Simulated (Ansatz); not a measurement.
Take In2Au (space group Fm-3m, No. 225; a = 6.540 Å; relaxed with 0.1 eV smearing) as the base. Axes: x, y, z lie along the cube axes.

Calculations: PBEsol (Ansatz, a program for electronic structure), no SOC.

A first run, uniaxial strain ε_zz = +1.17 %, gives secant values C11 ≈ 89 GPa and C12 ≈ 54 GPa from its stress. A second run applies biaxial strain +0.95 %, plane normal [001], relaxed out of plane.

Problem. What does linear elasticity predict for −ε⊥/ε∥ in the second run, and what does the run give?

Solution. Linear elasticity: 2 C12/C11 = 1.21. The run gives 1.18; any difference comes from nonlinear terms at these strains and numerical noise.

Whether these cells are dynamically stable was not tested.
